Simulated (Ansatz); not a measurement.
Effect of Li interstitial (started 1.58 Å from the nearest host atom), symmetric start on Be

Take a 16-atom supercell of Be in the hcp (Mg type) structure (space group P6_3/mmc, No. 194; a = 2.2631 Å, c = 3.5631 Å) at its relaxed geometry as the base.

Perturbation: a neutral Li interstitial (started 1.58 Å from the nearest host atom), symmetric start, atoms relaxed at fixed cell.

Method: Kohn–Sham DFT with the r2SCAN functional, run in Ansatz (a first-principles code) with PAW and 500 eV plane waves, no SOC, earlier PAW set. k-mesh 9×9×9 (Γ-centred); smearing 0.05 eV (Fermi–Dirac).

```tsv
quantity	base	changed	shift
pressure	0.0 GPa	17.5 GPa	+17.57 GPa
largest displacement of a host atom from its site in the perfect cell	–	0.54 Å	–
final site of the added atom	–	16 Be at 2.03–2.80 Å	–
```

Final structure:

```yaml
crystal:
  lattice:
    - [4.52630, 0.00000, -3.56313]
    - [-2.26315, 3.91989, 0.00000]
    - [4.52630, 0.00000, 3.56313]
  atoms:
    - { symbol: Be, position: [0.71227, 0.32075, 0.41422] }
    - { symbol: Be, position: [0.71227, 0.80574, 0.41422] }
    - { symbol: Be, position: [0.97736, 0.38460, 0.79184] }
    - { symbol: Be, position: [0.95832, 0.78517, 0.61202] }
    - { symbol: Be, position: [0.30680, 0.40884, 0.96980] }
    - { symbol: Be, position: [0.30680, 0.86777, 0.96980] }
    - { symbol: Be, position: [0.41988, 0.33926, 0.25864] }
    - { symbol: Be, position: [0.43431, 0.84955, 0.26480] }
    - { symbol: Be, position: [0.04168, 0.21483, 0.38798] }
    - { symbol: Be, position: [0.02264, 0.61540, 0.20816] }
    - { symbol: Be, position: [0.28773, 0.19426, 0.58578] }
    - { symbol: Be, position: [0.28773, 0.67925, 0.58578] }
    - { symbol: Be, position: [0.56569, 0.15045, 0.73520] }
    - { symbol: Be, position: [0.58012, 0.66074, 0.74136] }
    - { symbol: Be, position: [0.69320, 0.13223, 0.03020] }
    - { symbol: Be, position: [0.69320, 0.59116, 0.03020] }
    - { symbol: Li, position: [0.00000, 0.00000, 0.00000] }
```

The cell is small, so the values are those of an ordered compound at a high defect concentration; dilute-limit values will differ. The defect started on the symmetric site and kept its symmetry, so it may sit on a saddle. The defect cell is not spin-polarised.
